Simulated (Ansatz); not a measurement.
The starting structures come from a database of crystals and need not be the phases stable at ambient conditions.

Data:

```
Ta2O5
1.0
    3.84085     0.00000     0.00000
    0.00000     3.87416     0.00000
    0.00000     0.00000    13.03732
Ta O
4 10
Direct
  0.00000   0.02271   0.14580
  0.00000   0.02271   0.85420
  0.50000   0.97729   0.35420
  0.50000   0.97729   0.64580
  0.50000   0.00206   0.18523
  0.50000   0.00206   0.81477
  0.00000   0.99794   0.31477
  0.00000   0.99794   0.68523
  0.00000   0.50765   0.85107
  0.00000   0.50765   0.14893
  0.50000   0.49235   0.64893
  0.50000   0.49235   0.35107
  0.50000   0.99500   0.50000
  0.00000   0.00500   0.00000
```

Space group of this cell: Pmmn. The cell is taken as given; by r2SCAN its mean pressure is -1.0 GPa.

Transport runs along the normal of the first two printed cell vectors.

No gap correction and no spin-orbit coupling; mid-gap values are interpolated between computed energies.

**Question.** State the band gap and the smallest decay constant κ at mid-gap according to r2SCAN (Ansatz, a quantum-chemistry and plane-wave program).

**Answer.** Gap 2.79 eV on a 8×8×4 mesh; κ = 0.351 1/Å, at (0.500, 0.500) of the in-plane reciprocal vectors. At the zone centre, at the nearest computed energy, the slowest state has κ = 0.49 1/Å.
